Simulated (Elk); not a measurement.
Elk run on Re₃Tc (P6_3/mmc, 8 atoms in the cell): self-consistent single point.

Computed with Elk with PBEsol, all-electron FP-LAPW, Elk's shipped species files, default APW+lo basis.

The change in words: lattice scaled by 0.98. Reference geometry:
```xyz
8
Lattice="5.4776 0.0000 0.0000 -2.7388 4.7437 0.0000 0.0000 0.0000 4.4293" Properties=species:S:1:pos:R:3 pbc="T T T"
Tc     0.0000     3.1625     3.3220
Tc     2.7388     1.5812     1.1073
Re     0.0000     1.5798     1.1073
Re     2.7388     3.1639     3.3220
Re     4.1094     0.7899     3.3220
Re    -1.3706     3.9538     1.1073
Re     1.3706     3.9538     1.1073
Re     1.3681     0.7899     3.3220
```

Reference input (self-consistent single point, DFT, PBEsol, all-electron FP-LAPW, Elk's shipped species files, default APW+lo basis): xctype = 22; stype = 0; swidth = 0.00734986 Ha; ngridk = 4 4 5; maxscl = 100. This run's input differs from it in these lines:…

```diff
@@ -16,5 +16,5 @@
 avec
-   10.3511214834    0.0000001770    0.0000000000
-   -5.1755608950    8.9643340738    0.0000000000
-    0.0000000000    0.0000000000    8.3702432923
+   10.1440990962   -0.0000000293    0.0000000000
+   -5.0720495227    8.7850475305    0.0000000000
+    0.0000000000    0.0000000000    8.2028381241
```

Output (repeated stretches shortened):

```
│ Self-consistent loop started │
│ Loop number : 1 │
 total energy                :     -108873.971806
│ Loop number : 2 │
 total energy                :     -108873.463645
RMS change in Kohn-Sham potential (target) :   0.2538375302     (  0.1000000000E-05)
Absolute change in total energy (target)   :   0.5081613763     (  0.1000000000E-03)
│ Loop number : 3 │
 total energy                :     -108877.007762
RMS change in Kohn-Sham potential (target) :   0.2328019855     (  0.1000000000E-05)
Absolute change in total energy (target)   :    3.417077061     (  0.1000000000E-03)
│ Loop number : 4 │
   [... lines left out ...]
Absolute change in total energy (target)   :   0.3558560129E-02 (  0.1000000000E-03)
│ Loop number : 16 │
 total energy                :     -108848.486840
RMS change in Kohn-Sham potential (target) :   0.1221758573E-05 (  0.1000000000E-05)
Absolute change in total energy (target)   :   0.1834405557E-03 (  0.1000000000E-03)
│ Loop number : 17 │
 total energy                :     -108848.486891
RMS change in Kohn-Sham potential (target) :   0.7345660224E-06 (  0.1000000000E-05)
Absolute change in total energy (target)   :   0.5589216016E-05 (  0.1000000000E-03)
Convergence targets achieved

│ Loop number : 18 │

Energies :
 Fermi                       :     0.566352851758
 total energy                :     -108848.486888

Density of states at Fermi energy :    148.0704858
 (states/Hartree/unit cell)

Estimated indirect band gap :   0.7153749096E-04
 from k-point     18 to k-point     15
Estimated direct band gap   :   0.6932524055E-02
 at k-point     11

Charges :
 core                        :    332.0000000
 valence                     :    204.0000000
 interstitial                :    12.29114382
 muffin-tins (core leakage)
  species :    1 (Tc)
   atom    1                 :    42.11707379     (  0.1611907194E-06)
   atom    2                 :    42.11707379     (  0.1611907194E-06)
  species :    2 (Re)
   atom    1                 :    73.24657198     (  0.8531572391E-06)
   [... lines left out ...]
   atom    4                 :    73.24657198     (  0.8529766475E-06)
   atom    5                 :    73.24421034     (  0.8529766475E-06)
   atom    6                 :    73.24657198     (  0.8531572391E-06)
 total in muffin-tins        :    523.7088562
 total calculated charge     :    535.9765135
 total charge                :    536.0000000
 error                       :   0.2348647187E-01

│ Self-consistent loop stopped │
```

The run converged in 18 iterations. The count includes the last loop, which Elk runs after its targets are met. 

The starting cell comes from a database of computed structures (which also holds hypothetical and non-ambient phases and stackings), without a prior relaxation at this level. Its lattice was rescaled by a random factor within 2.5 % of one. For this run, on top of that: lattice scaled by 0.98. Spin-orbit coupling is off. Spin polarisation is off. Values depend on the basis (sphere radii, cutoffs, local orbitals), which need not be converged. The log's line on a gap gives a spacing of levels on this mesh, which the program prints for metals too.

Cost on one core of a shared machine: roughly 2 min.
